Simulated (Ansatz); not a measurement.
## Effective masses and thermopower of AlN (P6_3mc)

Data:

```xyz
4
Lattice="3.1138 0.0000 0.0000 -1.5569 2.6966 0.0000 0.0000 0.0000 4.9837" Properties=species:S:1:pos:R:3 pbc="T T T"
Al     0.0000     1.7977    -0.0174
Al     1.5569     0.8989     2.4745
N      0.0000     1.7977     1.8863
N      1.5569     0.8989     4.3781
```

All values below come from r2SCAN with spin-orbit coupling, rigid bands (plane waves, PAW; Ansatz, an electronic-structure program). Cell: cell and atoms relaxed with PBEsol.

The band gap comes out as 4.82 eV and the electron conductivity mass (300 K, dilute) is 0.32 (x), 0.32 (y), 0.31 (z) mₑ. The hole conductivity mass (300 K, dilute) is 3.7 (x), 3.7 (y), 0.41 (z) mₑ and the effective density of states N_c (300 K) is 4.4e18 cm⁻³. The effective density of states N_v (300 K) is 5.8e19 cm⁻³ and the density-of-states mass, electrons comes out as 0.31 mₑ. The density-of-states mass, holes is 1.76 mₑ. The Seebeck coefficient, n-type 1e19 cm⁻³, 300 K comes out as -159 μV/K and the Seebeck coefficient, p-type 1e19 cm⁻³, 300 K is 371 μV/K. The best p-type power factor at 300 K for τ = 10 fs (best axis; densities from 1e16 to 1e21 cm⁻³ tried, whether or not they can be reached) comes out as 16.1 μW/(cm·K²) at 1e20 cm⁻³.

Rigid bands; masses and Seebeck coefficients take one relaxation time τ for all states and one kind of carrier; polarons and phonon drag are left out. Geometry: cell and atoms relaxed with PBEsol.
